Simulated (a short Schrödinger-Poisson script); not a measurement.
Stack: symmetric double-gate stack, SiO2 on p-type Si(100), at 400 K.

| layer | material | thickness (nm) | Na (cm⁻³) |
|---|---|---|---|
| 1 | SiO2 | 1.3 | - |
| 2 | Si | 8 | 7e15 |
| 3 | SiO2 | 1.3 | - |

Constants are typed, rounded textbook-type inputs, not results; the design itself was drawn at random and stands for no fabricated device. SiO2: permittivity 3.9, conduction-band edge (eV) 3.15, gap (eV) 9, electron mass (mₑ) 0.5. Si: permittivity 11.7, conduction-band edge (eV) 0, gap (eV) 1.124, Nv at 300 K (cm⁻³) 3.1e19.

Channel valleys (confinement mass, in-plane density-of-states mass, number): Δ2 0.916, 0.19, 2; Δ4 0.19, 0.417, 4. At the gates, both at one voltage, the conduction-band edge of layer 1 lies 3.21 eV − eVg above the Fermi level of the channel. Gaps are held at their typed values at every temperature. Mesh 0.03 nm at interfaces.

From a short Schrödinger-Poisson script (our own, NumPy): 1D Poisson equation in equilibrium, electrons quantum, Hartree (BenDaniel-Duke, 12 states a valley, the channel's in-plane mass for all, wave functions ending at the dielectric), parabolic valleys, classical holes, full ionisation, no traps, pinning or gate leakage.

The same stack at other levels of the model or other numerical settings:

```tsv
run	sheet density of all electrons at Vg = 0.75 V (cm⁻²)	sheet density of all electrons at Vg = 0.15 V (cm⁻²)	capacitance of both gates at Vg = 0.75 V (μF/cm²)	gate voltage at 1e11 electrons/cm² (V)	rough cost against the base
base	1.65e13	3.30e12	3.88	-0.12	about 1
electrons treated as classical, Boltzmann	2.08e13	4.27e12	(withheld)	-0.14	0.04
electrons treated as classical, Fermi-Dirac	(withheld)	4.22e12	(withheld)	-0.14	0.1
mesh six times as coarse	1.65e13	3.30e12	3.88	-0.12	0.3
```

**Question.** What belongs in the gaps?

**Answer.** 
- electrons treated as classical, Boltzmann, capacitance of both gates at Vg = 0.75 V (μF/cm²): 4.78
- electrons treated as classical, Fermi-Dirac, sheet density of all electrons at Vg = 0.75 V (cm⁻²): 2.00e13
- electrons treated as classical, Fermi-Dirac, capacitance of both gates at Vg = 0.75 V (μF/cm²): 4.50

The classical rows ignore confinement, and Boltzmann statistics overrate the density once the band edge passes the Fermi level.
